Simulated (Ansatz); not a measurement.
As (Cmce, No. 64) was calculated with r²SCAN (PAW; Ansatz, a quantum-chemistry and plane-wave program).

Settings: plane-wave cutoff 560 eV, 16×16×12 k mesh (along the axes of the cell as run), Fermi–Dirac smearing 0.05 eV, scalar-relativistic PAW data made under PBE.

Cell (relaxed at this level):

```
As
1.0
    1.82284    -5.69970     0.00000
    1.82284     5.69970     0.00000
    0.00000     0.00000     4.74528
As
4
Direct
  0.10427   0.89573   0.07387
  0.60427   0.39573   0.42613
  0.89573   0.10427   0.92613
  0.39573   0.60427   0.57387
```

Problem. Predict the band gap, direct gap at Γ and bulk modulus.

Solution. 
- band gap: 0.19 eV (on the SCF k mesh)
- direct gap at Γ: 2.62 eV
- bulk modulus: 19.5 GPa

Note: for a layered or molecular solid the relaxed cell lies over 5 % above the published volume, where the minimum can be shallow; the cell comes from a level without a dispersion term, which matters for the spacing of layers, chains or molecules; the bulk modulus is −V dP/dV from two relaxed cells at ±2 % in volume; the volume lies 10 % above that of the published cell.

Spin–orbit coupling is not included.

The computed numbers hold no vibrational or temperature effects.

The result took about 17 core-minutes (a rough figure).
